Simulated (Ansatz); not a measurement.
L1₀ (CuAu-type) PdMn was calculated with LDA (Ansatz, a first-principles code, PAW).

Run with plane-wave cutoff 520 eV, 18×18×16 k mesh (along the axes of the cell as run), Fermi–Dirac smearing 0.05 eV, spin-polarised start, scalar-relativistic PAW data made under PBE.

Cell (relaxed at this level):

```yaml
crystal:
  lattice:
    - [2.87121, 0.00000, 0.00000]
    - [0.00000, 2.87121, 0.00000]
    - [0.00000, 0.00000, 3.35376]
  atoms:
    - { symbol: Mn, position: [0.00000, 0.00000, 0.00000] }
    - { symbol: Pd, position: [0.50000, 0.50000, 0.50000] }
```

Question: Estimate the bulk modulus that the calculation returns.

Answer: 
* **bulk modulus**: 175 GPa

The run finds no gap.

Note: the magnetic order was assumed, not searched for or taken from measurement; the bulk modulus is −V dP/dV from two relaxed cells at ±2 % in volume; the volume lies 7 % below that of the published cell.

Computing time: about 7 core-minutes (a rough figure).
